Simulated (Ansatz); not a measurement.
System: In2SeS (model structure, started from the Cd2SeS type, P3m1, No. 156, 4 atoms in the cell). Method: LDA (Ansatz, an electronic-structure program, PAW).

Numerical settings: plane-wave cutoff 520 eV, 18×18×6 k mesh (along the axes of the cell as run), Fermi–Dirac smearing 0.05 eV, scalar-relativistic PAW data made under PBE.

Cell (relaxed with PBEsol):

```xyz
4
Lattice="4.0088 0.0000 0.0000 -2.0044 3.4717 0.0000 0.0000 0.0000 9.2223" Properties=species:S:1:pos:R:3 pbc="T T T"
In     0.0000     0.0000     4.1440
In     0.0000     2.3145     0.2284
Se     0.0000     2.3145     5.3981
S      0.0000     0.0000     1.7389
```

Question: What does this level give for the band gap and direct gap at Γ?

Answer: 
- band gap: 0.32 eV (on the SCF k mesh)
- direct gap at Γ: 2.09 eV

Note: the relaxation could raise the start's symmetry but not lower it, so the cell can be a saddle point; cell and atoms aren't relaxed at this level (largest force component 0.18 eV/Å, pressure -1.4 GPa).

Spin–orbit coupling is not included.

The computed numbers hold no vibrational or temperature effects.

The result took very roughly 70 core-seconds.

A model structure was made by putting elements into a prototype or built by hand; it is no filed structure, need not be a known phase, and can be a saddle point held by its symmetry.
